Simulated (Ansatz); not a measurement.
System: C11b MoSi2. Method: LDA (PAW; Ansatz, an electronic-structure program).

Run with plane-wave cutoff 520 eV, 28×28×28 k mesh, Fermi–Dirac smearing 0.039 eV (set by the program), no spin polarisation, scalar-relativistic PAW data made under PBE.

Computed at the level's own relaxed cell.

Elastic tensor (GPa, Voigt notation, ions relaxed):

```
  427.7   123.4    99.4     0.0     0.0     0.0
  123.4   427.7    99.4     0.0     0.0     0.0
   99.4    99.4   534.7     0.0     0.0     0.0
    0.0     0.0     0.0   209.5     0.0     0.0
    0.0     0.0     0.0     0.0   209.5     0.0
    0.0     0.0     0.0     0.0     0.0   205.4
```

### Question
Work out the Voigt, Reuss and Hill averages of the bulk and shear moduli, Young's modulus and Poisson's ratio from the printed constants.

### Answer
K_V = [C11 + C22 + C33 + 2(C12 + C13 + C23)]/9 = [1390.1 + 2 × 322.2]/9 = 226.1 GPa. G_V = [1390.1 − 322.2 + 3 × 624.4]/15 = 196.1 GPa. From the compliances S = C⁻¹, K_R = 224.8 and G_R = 192.9 GPa. Hill means: K = 225.4, G = 194.5 GPa. E = 9KG/(3K + G) = 453 GPa, ν = (3K − 2G)/(6K + 2G) = 0.16, K/G = 1.16.

Measured, for comparison: elastic constant C11 417 GPa, elastic constant C12 104 GPa, elastic constant C44 204 GPa, elastic constant C33 514 GPa, elastic constant C13 83.8 GPa, elastic constant C66 194 GPa (temperature not stated, not corrected to a static lattice; as tabulated in Friák et al. (2018), doi:10.3390/nano8121057). Computed (rounded) less measured: elastic constant C11 +3 %, elastic constant C12 +18 %, elastic constant C44 +3 %, elastic constant C33 +4 %, elastic constant C13 +19 %, elastic constant C66 +6 %. A static lattice is as a rule a little smaller and stiffer than an uncorrected measurement, which narrows the difference in the elastic constant C11, elastic constant C44, elastic constant C33, elastic constant C66 and would widen misses of the other sign.

Computed values are for the static lattice.
